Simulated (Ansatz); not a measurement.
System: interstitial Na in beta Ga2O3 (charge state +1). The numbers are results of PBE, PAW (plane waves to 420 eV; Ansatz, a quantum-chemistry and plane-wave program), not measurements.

Cell of 160 host sites held at the relaxed PBE lattice; the Γ point alone; Fermi-Dirac width 0.01 eV, spin-restricted; finite-size errors left in. Static, classical nuclei. The charge state is imposed; whether it is stable for some Fermi level was not computed. Sites that were not tried may lie lower. The start lies 0.86 eV above the lowest site run (PBE).

Barriers: single points on a 2×2×2 k-point mesh shifted by half a step at the bands' geometries.

The step: a concerted move, in which Na travels most; the atom moves 3.08 Å along (0.00, -1.00, 0.00) of the unit cell; the moving atom starts with neighbours 2 Ga at 2.26; 6 O at 2.14 Å and ends with 2 Ga at 2.26; 6 O at 2.14 Å.

Question: Estimate the migration barrier of this step that PBE, PAW returns for this input.

Answer: 0.78 eV, the same both ways. At the saddle the moving atom has neighbours 2 O at 1.95, 2 O at 2.47, O at 2.52 Å. The saddle point's order was not checked, and it lies on a symmetry element of the cell, where a band can be held.
